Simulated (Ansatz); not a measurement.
The starting structures come from a database of crystals and need not be the phases stable at ambient conditions.

Tunnelling through a barrier is set by its complex band structure: the current falls as exp(−2κd) with the smallest κ.

Data:

```yaml
crystal:
  lattice:
    - [6.76508, 0.00000, 0.00000]
    - [0.90168, 6.73019, 0.00000]
    - [2.86953, -1.29080, 5.98882]
  atoms:
    - { symbol: Rb, position: [0.63026, 0.65307, 0.36974] }
    - { symbol: Rb, position: [0.36974, 0.34693, 0.63026] }
    - { symbol: Rb, position: [0.80169, 0.50000, 0.80169] }
    - { symbol: Rb, position: [0.19831, 0.50000, 0.19831] }
    - { symbol: Rb, position: [0.73220, 0.00000, 0.73220] }
    - { symbol: Rb, position: [0.26780, 0.00000, 0.26780] }
    - { symbol: Al, position: [0.15607, 0.85366, 0.84393] }
    - { symbol: Al, position: [0.84393, 0.14634, 0.15607] }
    - { symbol: O, position: [0.14687, 0.73800, 0.60021] }
    - { symbol: O, position: [0.85313, 0.26200, 0.39979] }
    - { symbol: O, position: [0.60021, 0.26200, 0.14687] }
    - { symbol: O, position: [0.39979, 0.73800, 0.85313] }
    - { symbol: O, position: [0.09904, 0.13214, 0.90096] }
    - { symbol: O, position: [0.90096, 0.86786, 0.09904] }
```

The cell is taken as given.

Transport runs along the normal of the first two printed cell vectors.

The gap is the functional's own, uncorrected, and κ follows it; spin-orbit coupling is left out. Mid-gap means the computed energy nearest the middle.

Q: State the band gap and the smallest decay constant κ at mid-gap according to r2SCAN in Ansatz (a first-principles code).

A: Gap 3.41 eV on a 6×6×6 mesh; κ = 0.338 1/Å, at the zone centre.
